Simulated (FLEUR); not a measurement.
# Input and output of a self-consistent single point for Rh (Fm-3m, 1 atom in the cell) (FLEUR)

Method: PBE, all-electron FLAPW (FLEUR), scalar-relativistic valence.

Input as run:

Input of the input generator:

```
Rh
&input film=f /
-0.0000000000 0.7071067812 0.7071067812
0.7071067812 -0.0000000000 0.7071067812
0.7071067812 0.7071067812 -0.0000000000
5.1030935228
1.0 1.0 1.0

1
45 0.0000000000 0.0000000000 0.0000000000

&comp jspins=1 /
&kpt div1=9 div2=9 div3=9 /
&end /
```

```xml
<?xml version="1.0" encoding="UTF-8" standalone="no"?>
<fleurInput fleurInputVersion="0.39">
   <comment>
      Rh                                                                                                  
   </comment>
   <calculationSetup>
      <cutoffs Kmax="4.2" Gmax="16.8" GmaxXC="16.8" numbands="0"/>
      <scfLoop itmax="60" minDistance="0.00001" maxIterBroyd="15" imix="Anderson" alpha="0.05" precondParam="0.0" spinf="2.0"/>
      <coreElectrons ctail="T" frcor="F" kcrel="0" coretail_lmax="0"/>
      <xcFunctional name="pbe" relativisticCorrections="F"/>
      <magnetism jspins="1"/>
      <soc l_soc="F" theta="0.0" phi="0.0" spav="F"/>
      <expertModes spex="0" secvar="F"/>
      <geometryOptimization l_f="T" forcealpha="1.0" forcemix="BFGS" epsdisp="0.00001" epsforce="0.00001"/>
      <ldaU l_linMix="F" mixParam="0.05" spinf="1.0"/>
   </calculationSetup>
   <cell>
      <bzIntegration valenceElectrons="15.0" mode="hist" fermiSmearingEnergy="0.00367493">
         <kPointListSelection listName="default-1"/>
         <!-- k-points included here -->
         <xi:include xmlns:xi="http://www.w3.org/2001/XInclude" href="kpts.xml"> </xi:include>
      </bzIntegration>
      <!-- symmetry operations included here -->
      <xi:include xmlns:xi="http://www.w3.org/2001/XInclude" href="sym.xml"> </xi:include>
      <bulkLattice scale="1.0">
         <bravaisMatrix>
            <row-1>    0.0000000000000000     3.6084320350696770     3.6084320350696770</row-1>
            <row-2>    3.6084320350696770     0.0000000000000000     3.6084320350696770</row-2>
            <row-3>    3.6084320350696770     3.6084320350696770     0.0000000000000000</row-3>
         </bravaisMatrix>
      </bulkLattice>
   </cell>
   <atomSpecies>
      <species name="Rhodium (Rh)" element="Rh" atomicNumber="45">
         <mtSphere radius="2.39" gridPoints="823" logIncrement="0.016"/>
         <atomicCutoffs lmax="10" lnonsphr="8"/>
         <electronConfig flipSpins="F">
            <coreConfig>(1s1/2) (2s1/2) (2p1/2) (2p3/2) (3s1/2) (3p1/2) (3p3/2) (4s1/2) (3d3/2) (3d5/2)</coreConfig>
            <valenceConfig>(4p1/2) (4p3/2) (5s1/2) (4d3/2) (4d5/2)</valenceConfig>
            <stateOccupation state="(5s1/2)" spinUp="0.5" spinDown="0.5"/>
            <stateOccupation state="(4d3/2)" spinUp="1.6" spinDown="1.6"/>
            <stateOccupation state="(4d5/2)" spinUp="2.4" spinDown="2.4"/>
         </electronConfig>
         <energyParameters s="5" p="5" d="4" f="4"/>
         <lo type="SCLO" l="1" n="4" eDeriv="0"/>
      </species>
   </atomSpecies>
   <atomGroups>
      <atomGroup species="Rhodium (Rh)">
         <relPos label="                   1">.0000000000 .0000000000 .0000000000</relPos>
         <force calculate="T" relaxXYZ="TTT"/>
      </atomGroup>
   </atomGroups>
   <output dos="F" band="F" slice="F">
      <checks vchk="F" cdinf="F"/>
      <bandDOS minEnergy="-.5*Htr" maxEnergy="0.5*Htr" sigma="0.015" storeEVData="T"/>
      <vacuumDOS vacdos="F" integ="F" star="F" nstars="0" locx1="0.0" locy1="0.0" locx2="0.0" locy2="0.0" nstm="0" tworkf="0.0"/>
      <unfoldingBand unfoldBand="F" supercellX="1" supercellY="1" supercellZ="1"/>
      <plotting iplot="0" polar="F">
         <plot TwoD="T" vec1="  1.0  0.0  0.0" vec2="  0.0  1.0  0.0" vec3="  0.0  0.0  1.0" zero="  0.0  0.0  0.0" file="plot"/>
      </plotting>
      <chargeDensitySlicing numkpt="0" minEigenval="0.0" maxEigenval="0.0" nnne="0" pallst="F"/>
      <specialOutput eonly="F"/>
      <magneticCircularDichroism mcd="F" energyLo="-10.0" energyUp="0.0"/>
   </output>
  <!-- We include the file relax.xml here to enable relaxations (see documentation) -->
  <xi:include xmlns:xi="http://www.w3.org/2001/XInclude" href="relax.xml"> <xi:fallback/> </xi:include>
</fleurInput>
```

Log, with long lists cut:

```
      Welcome to FLEUR        (www.flapw.de)
      MaX-Release 8.1          (www.max-centre.eu)

 ========== k-point set info ==========
 Selected k-point list: default-1
 k-point list type: mesh
 9 x 9 x 9
 Number of k points: 35

 ------------Calculation Setup---------------------------
           1           5           7          35
 Number of basis functions:          128
 Iteration:     1   Distance:      18.42902531 me/bohr^3
 Iteration:     2   Distance:      16.18070488 me/bohr^3
 Iteration:     3   Distance:       5.43529606 me/bohr^3
 Iteration:     4   Distance:       5.59911406 me/bohr^3
 Iteration:     5   Distance:       1.72818093 me/bohr^3
 Iteration:     6   Distance:       0.46853016 me/bohr^3
   [... 3 lines left out ...]
 Iteration:    10   Distance:       0.00081771 me/bohr^3
 Iteration:    11   Distance:       0.00112986 me/bohr^3
 Iteration:    12   Distance:       0.00004380 me/bohr^3
 Iteration:    13   Distance:       0.00004095 me/bohr^3
 Iteration:    14   Distance:       0.00000043 me/bohr^3

 Run finished successfully
 Stop message:
   Structural relaxation: Done

[file out, last iteration]
             iter=     15
          p o t e n t i a l   g e n e r a t o r
[...]
          integral of pseudo charge density inside the slab=        0.000000   0.000000
     coulomb potential in the interstitial region:
          density-coulomb potential integrals
          total density-coulomb potenti    -7655.4860835896
          density-effective potential integrals for spin  1
          total density-effective poten   -7.8367309343E+03
          charge density-energy density integrals
          total charge density-energy d   -1.3897084261E+02
 Updated energy parameters for spin:           1
  Atom    1 5s branch from -2.35 to  2.23 htr. ; e_l =  0.3717
  Atom    1 5p branch from -1.14 to  2.94 htr. ; e_l =  0.4992
  Atom    1 4d branch from-10.38 to  0.68 htr. ; e_l =  0.4264
  Atom    1 4f branch from -9.99 to  2.57 htr. ; e_l =  0.7888
  Atom    1 4p branch from-17.07 to -1.14 htr. ; e_l(l -1.1908
[...]
 fermi energy and band-weighting factors:
at   0.44444   0.44444   0.44444   k-weight:    0.010974
   12 eigenvalues :
   -1.201179   -1.179622   -1.179622    0.307088    0.414172    0.414172    0.537370    0.543293
    0.543293    0.864975    1.096730    1.307732
   [... 2 blocks of this kind left out ...]

[...]
FERMIE:
          first approx. to ef    (T=0)  :   0.525228 htr   (energy of the highest occ. eigenvalue)
          number of occ. states  (T=0)  :        269
          first approx. to seigv (T=0)  :  -3.375964 htr
          sum of weights of occ. states :   7.526749
          sum of semicore charge        :   0.000000 e
FERHIS:  Fermi-Energy by histogram:
          bandgap                     :   0.000585 htr
          charge neutrality (T=0)     :   0.053498    (zero if the highest occ. eigenvalue is "entirely" occupied)
     EF_NEWTON:  Adjust Fermi-Energy by Newton-Method.
               Number of iterations needed  :   4
               The error in the weight is   :  0.44409E-15
               The error in ef is           : -0.26058E-16 htr
     -->  new fermi energy            :   0.524564 htr
          valence charge              :  15.000000 e
          actual charge blw ef-8kt    :  13.906722 e
          actual charge blw ef+8kt    :  15.000000 e
          number of occ. states       :       289
          sum of the valence weights  :    7.500000
          entropy         :   0.430682 *kb htr/K =   0.00000 htr/K
          sum of val. single particle energies:        -3.4032626977 htr
 Direct bandgap for spin            1 :    7.2576029110980045E-003  Htr
 at k-point           20  with k-vector   0.11111111111111110       0.33333333333333331       0.33333333333333331
          valence density: spin= 1
[...]
     l-like charge
     atom     s        p        d        f        total
 -->  1    0.34659  6.27816  6.81503  0.04759   13.50027
          total charge for spin  1=   15.000000
          interst. charge =       1.499727
          mt charge=             13.500273
          total charge  =   15.000000
          z= 45.     r(1)=  0.464042E-05     dx= 0.016000     m.t.index= 823
               n    l     j    energy       weight
               1.   0.   0.5 -845.5534      2.0000
               2.   0.   0.5 -122.0017      2.0000
               2.   1.   0.5 -112.9066      2.0000
   [... 7 lines left out ...]
          atom type    1  (spin 1)
          kinetic energy=  0.486668964250E+04     sum of the eigenvalues= -0.284498890743E+04
          0.00298421  electrons lost from core.
          total charge for spin  1=   45.000000
          interst. charge =       1.502593
          mt charge=             43.497407
          total charge  =   45.000000
          zc=    45.000000     qfix=    1.000000
     t o t a l  e n e r g y
          sum of eigenvalues =             -2848.3921701258
          density-coulomb potential int    -7655.4860835896
          density-effective potential i    -7836.7309342706
          charge density-ex.-corr.energ     -138.9708426142
          el.-nucl. inter. diff. m.t.       5781.7607308128
          Madelung term for atom type:       -25.1331628830
 ---->    total energy=                    -4785.2690139602 htr
 ---->    (input%tkb*entropy) TS=              0.0015827271 htr
 ---->    free energy=                     -4785.2705966872 htr
      extrapolation for T->0
 ---->    total electron energy=           -4785.2698053237 htr
 ***** TOTAL FORCES ON ATOMS *****
 TOTAL FORCE FOR ATOM TYPE=  1  X=  0.000   Y=  0.000   Z=  0.000
                       FX_TOT= 0.000000 FY_TOT= 0.000000 FZ_TOT= 0.000000
 Structural relaxation: Done
```

The run converged in 14 iterations. FLEUR gives forces in its relaxation mode, with a further iteration, so its stop message speaks of a relaxation.

The starting cell has typed, rounded lattice constants, without a prior relaxation at this level. Its lattice was rescaled by up to half a per cent. Spin polarisation is off. Values depend on the basis (sphere radii, cutoffs, local orbitals), which need not be converged. The log's line on a gap gives a spacing of levels on this mesh, which the program prints for metals too.
